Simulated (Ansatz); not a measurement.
By PBEsol, the system below comes out a metal.

Input:

```
TaC
1.0
    3.22240     0.00000     0.00000
   -1.61120     2.79068     0.00000
    1.61120     0.93023     2.63108
Ta C
1 1
Direct
  0.00000   0.00000   0.00000
  0.00000   0.50000   0.50000
```

The cell is strained (all lengths scaled by 1.02); by PBEsol it stands under a pressure of -22.9 GPa.

The current flows along the normal of the first two printed cell vectors, the (111) plane of the conventional cell. No spin-orbit coupling; the value is a mean over 0.1 eV about the Fermi level.

Task: Give the ballistic conductance per area that PBEsol in Ansatz (a first-principles code) yields.

Result: 1.1 × 10¹⁵ S/m² for both spins.
